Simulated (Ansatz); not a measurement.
Ge (model structure, I-43m, No. 217, 23 atoms in the cell) was calculated with LDA (plane waves, PAW; Ansatz, a program for electronic structure).

Settings: plane-wave cutoff 520 eV, 6×6×6 k mesh, Fermi–Dirac smearing 0.01 eV, scalar-relativistic PAW data made under PBE.

Cell (relaxed at this level):

```xyz
23
Lattice="-5.1900 5.1900 5.1900 5.1900 -5.1900 5.1900 5.1900 5.1900 -5.1900" Properties=species:S:1:pos:R:3 pbc="T T T"
Ge     0.0000     0.0000     0.0000
Ge     1.4055     1.4055     1.4055
Ge     3.7845     3.7845    -3.7845
Ge     3.7845    -3.7845     3.7845
Ge    -3.7845     3.7845     3.7845
Ge     2.5950     5.1900     0.0000
Ge     2.5950     0.0000     5.1900
Ge     0.0000     2.5950     5.1900
Ge     5.1900     2.5950     0.0000
Ge     5.1900     0.0000     2.5950
Ge     0.0000     5.1900     2.5950
Ge     0.8780     0.8780     3.6938
Ge     4.3120     4.3120    -1.4962
Ge    -0.8780     0.8780     6.6861
Ge     0.8780    -0.8780     6.6861
Ge     3.6938     0.8780     0.8780
Ge    -1.4962     4.3120     4.3120
Ge     6.6861    -0.8780     0.8780
Ge     6.6861     0.8780    -0.8780
Ge     0.8780     3.6938     0.8780
Ge     4.3120    -1.4962     4.3120
Ge     0.8780     6.6861    -0.8780
Ge    -0.8780     6.6861     0.8780
```

Question: Give the computed band gap and direct gap at Γ.

Answer: 
* **band gap**: 1.00 eV (on the SCF k mesh)
* **direct gap at Γ**: 1.61 eV

Note: the relaxation could raise the start's symmetry but not lower it, so the cell can be a saddle point.

Spin–orbit coupling is not included.

The computed numbers hold no vibrational or temperature effects.

A model structure was made by putting elements into a prototype or built by hand; it is no filed structure, need not be a known phase, and can be a saddle point held by its symmetry.
